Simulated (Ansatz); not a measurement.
The starting structures come from a database of crystals and need not be the phases stable at ambient conditions.

```
B
1.0
    4.80042     0.00000     0.00000
   -2.40021     4.15729     0.00000
    2.40021     1.38576     4.09123
B
12
Direct
  0.33574   0.34571   0.67423
  0.66426   0.65429   0.32577
  0.98006   0.99003   0.67423
  0.01994   0.00997   0.32577
  0.33574   0.99003   0.67423
  0.66426   0.00997   0.32577
  0.14780   0.36836   0.07276
  0.85220   0.63164   0.92724
  0.55888   0.77944   0.07276
  0.44112   0.22056   0.92724
  0.14780   0.77944   0.07276
  0.85220   0.22056   0.92724
```

Space group of this cell: R-3m. The cell is strained (all lengths scaled by 0.98); by r2SCAN its mean pressure is 16.0 GPa.

Transport runs along the normal of the first two printed cell vectors, the (001) plane of the conventional cell.

The gap is the functional's own. No spin-orbit coupling. Mid-gap values are interpolated on the energy grid.

Problem. Estimate the band gap and the smallest decay constant κ at mid-gap that r2SCAN (Ansatz, an electronic-structure program) returns for this system.

Solution. Gap 1.61 eV on a 10×10×10 mesh; κ = 0.242 1/Å, at (0.500, 0.000) of the in-plane reciprocal vectors. At the zone centre, at the nearest computed energy, the slowest state has κ = 0.28 1/Å.
